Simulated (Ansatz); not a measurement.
Worked example: self-consistent single point of Ga₂Pt (Fm-3m, 3 atoms in the cell) in Ansatz (a first-principles code).

Method: PBEsol, PAW files made with PBE (plane waves; Ansatz).

The change in words: lattice scaled by 0.98. Reference geometry:
```
Ga2Pt
1.0
    0.00000     2.96792     2.96792
    2.96792     0.00000     2.96792
    2.96792     2.96792     0.00000
Ga Pt
2 1
Direct
  0.75000   0.75000   0.75000
  0.25000   0.25000   0.25000
  0.00000   0.00000   0.00000
```

Reference input (self-consistent single point, DFT, PBEsol, plane waves, PAW files made with PBE): kpoints.mp_grid.grid = 8 8 8; hamiltonian.xc = pbesol; hamiltonian.pseudopotentials = {kind: paw} (the program's default PAW files); scf.occupations.method = gaussian; scf.occupations.width = 0.02 Ry. This run's input differs from it in these lines:

```diff
@@ -2,5 +2,5 @@
   lattice:
-    - [0.000000, 2.967920, 2.967920]
-    - [2.967920, 0.000000, 2.967920]
-    - [2.967920, 2.967920, 0.000000]
+    - [0.000000, 2.908562, 2.908562]
+    - [2.908562, 0.000000, 2.908562]
+    - [2.908562, 2.908562, 0.000000]
   atoms:
```

The program printed (abridged):

```
SCF iter   1: F=—  HF=-19875.276587 eV  |F-HF|=—  |Δ(HF+E_count)|=         —  Δρ=1.19e-1  dr2=8.38e0  ethr=3.10e-3  ⟨swp⟩=4.4  Hψ=2827  notcnv=0
all-band conjugate gradients solve this SCF's bands
preconditioner: auto → Kerker (q_TF=auto, 2.678 Å⁻¹)
SCF iter   2: F=—  HF=-19873.521630 eV  |F-HF|=—  |Δ(HF+E_count)|=    1.75e0  Δρ=3.32e-2  dr2=2.87e-1  ethr=3.10e-3  ⟨swp⟩=2.0  Hψ=1759  notcnv=0  defer=10
   [... lines left out ...]
SCF iter   7: F=—  HF=-19873.484486 eV  |F-HF|=—  |Δ(HF+E_count)|=   9.10e-5  Δρ=1.82e-4  dr2=1.97e-5  ethr=4.00e-7  ⟨swp⟩=2.0  Hψ=948  notcnv=0  defer=9
SCF iter   8: F=—  HF=-19873.484490 eV  |F-HF|=—  |Δ(HF+E_count)|=   4.07e-6  Δρ=4.50e-5  dr2=1.06e-6  ethr=4.47e-8  ⟨swp⟩=2.0  Hψ=964  notcnv=0  defer=9
SCF iter   9: F=—  HF=-19873.484491 eV  |F-HF|=—  |Δ(HF+E_count)|=   7.52e-7  Δρ=1.55e-5  dr2=6.29e-8  ethr=2.27e-10  ⟨swp⟩=4.6  Hψ=3626  notcnv=0
SCF iter  10: F=-19873.484491 eV  HF=-19873.484491 eV  |F-HF|=7.64e-10  |Δ(HF+E_count)|=   4.57e-8  Δρ=2.28e-6  dr2=2.10e-9  ethr=1.43e-10  ⟨swp⟩=4.1  Hψ=2458  notcnv=0
SCF 1 converged in 10 iterations: F = -19873.484491 eV  dr2 = 2.10e-9
Free energy (F): -19873.484491 eV
Internal energy: -19873.438378 eV  (E = F + TS)
E sigma→0 (E₀):  -19873.461434 eV
Entropy (-TS):   -0.046113 eV (-15.371 meV/atom)
Fermi energy:    14.597246 eV
--- Forces (eV/Å), atoms counted from 1 ---
  atom   1  Ga     0.00000000    -0.00000000    -0.00000000
   [... zero for the other atoms too ...]
--- Stress (GPa, compression-positive) ---
        8.077524       0.000000       0.000000
        0.000000       8.077524       0.000000
        0.000000       0.000000       8.077524
  P = ⅓ Tr σ = 8.0775 GPa (80.775 kbar)
  The stress holds the Pulay correction. Without it, at fixed plane waves, as pw.x and ABINIT print it: P = 8.0186 GPa
```

The run converged in 10 iterations. Against the reference run the free energy goes up by 21.2 meV/atom and the pressure goes from -0.89 to 8.08 GPa.

The starting cell comes from a database of computed structures (which also holds hypothetical and non-ambient phases and stackings), without a prior relaxation at this level. For this run, on top of that: lattice scaled by 0.98. Spin polarisation is off. With a pressure of about 8 GPa the cell is away from its equilibrium volume at this level. Ansatz's pressure includes its estimate of the finite-basis (Pulay) stress.

Keys are those of Ansatz 0.2.
